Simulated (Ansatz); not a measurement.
The starting structures come from a database of crystals and need not be the phases stable at ambient conditions.

By PBEsol, the system below comes out a metal.

The ballistic (Sharvin) conductance counts the channels at the Fermi level: G/A = (e²/h) × channels of both spins per area.

Here is the system:

```
AuIn2
1.0
    4.64992     0.00000     0.00000
   -2.32496     4.02695     0.00000
    2.32496     1.34232     3.79664
In Au
2 1
Direct
  0.50000   0.25000   0.25000
  0.50000   0.75000   0.75000
  0.00000   0.00000   0.00000
```

The cell is taken as given; by PBEsol it stands under a pressure of -1.1 GPa.

The current flows along the normal of the first two printed cell vectors, the (111) plane of the conventional cell. No spin-orbit coupling; the value is a mean over 0.1 eV about the Fermi level.

**Question.** Give the ballistic conductance per area that PBEsol (Ansatz, a program for electronic structure) yields.

**Answer.** 0.68 × 10¹⁵ S/m² for both spins.
